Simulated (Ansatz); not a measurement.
**CdSe under a change: strain tensor (xx, yy, zz, yz, xz, xy) = (+1.83, −0.38, −0.59, −1.88, +1.23, +0.62) %**

Base system: CdSe in the wurtzite structure (space group P6_3mc, No. 186; a = 4.3400 Å, c = 7.0780 Å). Axes: x lies along a and z along c of the hexagonal cell.

Perturbation: strain tensor (xx, yy, zz, yz, xz, xy) = (+1.83, −0.38, −0.59, −1.88, +1.23, +0.62) %, atoms relaxed at fixed cell.

Calculations: r2SCAN (Ansatz, a first-principles code, PAW, scalar-relativistic without spin-orbit coupling). Γ-centred 9×9×5 mesh, Fermi–Dirac width 0.05 eV.

```csv
quantity,base,changed,shift
volume per atom,28.86 Å³,29.09 Å³,+0.23 Å³
space group,P6_3mc (No. 186),P1 (No. 1),–
energy relative to the base (free energy F),0 meV/atom,+3.9 meV/atom,+3.9 meV/atom
"pressure (mean of the normal stresses, compression positive)",0.00 GPa,-0.45 GPa,-0.45 GPa
band gap,1.11 eV,1.00 eV,-0.11 eV
gap character,direct at Γ,direct at Γ,–
electron mass,"0.093 mₑ along c, 0.10 mₑ across (at Γ)","0.092 mₑ along z, 0.098 mₑ across (at Γ)",–
"valence-band top at Γ (three highest levels, from the VBM)","0.00, 0.00, -0.04 eV","0.00, -0.13, -0.17 eV",–
largest internal atomic displacement,–,0.046 Å,–
"stress (xx, yy, zz, yz, xz, xy; compression positive)",–,"(-0.94, -0.35, -0.07, 0.47, -0.33, -0.16) GPa",–
```

Final structure:

```xyz
4
Lattice="4.4194 0.0269 0.0534 -2.1864 3.7308 -0.0974 0.0871 -0.1331 7.0363" Properties=species:S:1:pos:R:3 pbc="T T T"
Cd     2.2225     1.2407     0.0170
Cd     0.0727     2.4215     3.4846
Se     2.2803     1.2228     4.3890
Se    -0.0006     2.4641     0.8197
```

Effective masses come from finite differences of ±0.01 Å⁻¹. Whether these cells are dynamically stable was not tested. Labels are those of the standard path for the cell's own space group.
